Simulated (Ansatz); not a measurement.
**Cost against accuracy: kpoints.mp_grid.grid for MnCrF5 (C2/c, 14 atoms in the cell)**

Cell: a = 5.3220 Å, b = 5.3220 Å, c = 7.3810 Å, α = 110.29°, β = 110.29°, γ = 72.46°.

Computed with LDA (PW92), default PAW files made with PBE (plane waves; Ansatz, an electronic-structure program).

Base settings: basis.ecutwfc = 420 eV; kpoints.mp_grid.grid = 3 3 3; hamiltonian.xc = lda; hamiltonian.pseudopotentials = {kind: paw} (the program's default PAW files); magnetization.spin_polarized = true; scf.occupations.method = cold; scf.occupations.width = 0.2 eV.

Misses are taken against the tightest run, 8 8 6 (width narrowed by the program to 0.1180 eV), which need not be fully converged itself. The energy is the free energy per atom.

The count of work is k-points × plane waves × bands × iterations; it is no time, and leaves out set-up, grids and terms that scale otherwise. Core times come from one kind of shared machine and are given to one figure; runs under 30 s give none.

The starting cell comes from a database of published, mostly measured structures (it also holds non-ambient and calculated ones), without a prior relaxation at this level. The magnetic order is the one reached from the typed start; others were not searched systematically. The program warned that a starting moment was not kept. The program warned that, by what it read of turns of the moments, another magnetic order lies lower. In the base run, with a pressure of about -6 GPa the cell is away from its equilibrium volume at this level. Ansatz's pressure includes its estimate of the finite-basis (Pulay) stress.

The runs (kpoints.mp_grid.grid): 1 1 1 (width narrowed by the program to 0.1040 eV) | 2 2 2 (width narrowed by the program to 0.1040 eV) | 3 3 2 (width narrowed by the program to 0.1120 eV) | 3 3 3 (width narrowed by the program to 0.1140 eV) | 4 4 3 (width narrowed by the program to 0.1130 eV) | 5 5 4 (width narrowed by the program to 0.1170 eV) | 6 6 4 (width narrowed by the program to 0.1170 eV) | 7 7 5 (width narrowed by the program to 0.1180 eV) | 8 8 6 (width narrowed by the program to 0.1180 eV).

Task: Which is the coarsest setting among those run that, with all tighter ones, holds the energy within 20 meV/atom of the reference, and what does it save?

Result: 2 2 2 (width narrowed by the program to 0.1040 eV), off by 0.73 meV/atom; it needs 0.066 of the reference's count of work.

Task: What does the step from 1 1 1 (width narrowed by the program to 0.1040 eV) to 2 2 2 (width narrowed by the program to 0.1040 eV) buy?

Result: It takes the miss in the energy from 52 to 0.73 meV/atom, for 5.3 times the count of work.

```csv
kpoints.mp_grid.grid,energy less reference (meV/atom),pressure less reference (GPa),largest difference in the force on any atom (eV/Å),count of work / reference,core time / reference (rough)
1 1 1 (width narrowed by the program to 0.1040 eV),52.31,0.65,0.191,0.013,–
2 2 2 (width narrowed by the program to 0.1040 eV),0.73,0.03,0.010,0.066,–
3 3 2 (width narrowed by the program to 0.1120 eV),-0.27,0.00,0.006,0.076,0.09
3 3 3 (width narrowed by the program to 0.1140 eV),-0.09,0.00,0.001,0.092,0.08
4 4 3 (width narrowed by the program to 0.1130 eV),-0.05,0.00,0.001,0.16,0.1
5 5 4 (width narrowed by the program to 0.1170 eV),-0.04,0.00,0.000,0.30,0.2
6 6 4 (width narrowed by the program to 0.1170 eV),-0.02,0.00,0.000,0.43,0.3
7 7 5 (width narrowed by the program to 0.1180 eV),-0.03,0.00,0.000,0.63,0.5
8 8 6 (width narrowed by the program to 0.1180 eV),0.00,0.00,0.000,1.0,1
```

Keys are those of Ansatz 0.2.
